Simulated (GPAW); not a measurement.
Band structure of NaCl (Fm-3m, 2 atoms in the cell).

```yaml
crystal:
  lattice:
    - [0.00000, 2.82000, 2.82000]
    - [2.82000, 0.00000, 2.82000]
    - [2.82000, 2.82000, 0.00000]
  atoms:
    - { symbol: Na, position: [0.00000, 0.00000, 0.00000] }
    - { symbol: Cl, position: [0.50000, 0.50000, 0.50000] }
```

Computed with PBE, GPAW PAW datasets PBE (gpaw-data 1.0.1) (plane waves; GPAW).

Settings: mode = pw; ecut = 800 eV; xc = PBE; kpts = 10 10 10; mesh shift (steps) = 0 0 0; occupations.name = fermi-dirac; occupations.width = 0.02 eV; nbands = -4; convergence.forces = 0.001 eV/Å; convergence.bands = -2; symmetry.symmorphic = false; symmetry.tolerance = 0.0005; maxiter = 100; bandpath_npoints = 40.

The starting cell has typed, rounded lattice constants, without a prior relaxation at this level.

Q: Predict the gap along the standard path and the places of the band edges.

A: The gap along the path is 5.11 eV, direct at Γ to within 0.01 eV.

Levels in eV from the top of the valence band on the SCF mesh, bands 4 to 11:
| point | 4 | 5 | 6 | 7 | 8 | 9 | 10 | 11 |
|---|---|---|---|---|---|---|---|---|
| Γ | -12.66 | 0.00 | 0.00 | 0.00 | 5.11 | 11.04 | 11.04 | 11.04 |
| X | -12.28 | -1.65 | -0.59 | -0.59 | 7.52 | 8.05 | 11.33 | 14.82 |
| W | -12.26 | -1.18 | -1.18 | -0.75 | 8.80 | 9.68 | 9.68 | 11.33 |
| K | -12.27 | -1.40 | -1.11 | -0.49 | 8.22 | 9.01 | 10.55 | 12.70 |
| L | -12.32 | -1.92 | -0.26 | -0.26 | 7.27 | 10.64 | 10.90 | 10.90 |
| U | -12.27 | -1.40 | -1.11 | -0.49 | 8.22 | 9.01 | 10.55 | 12.70 |
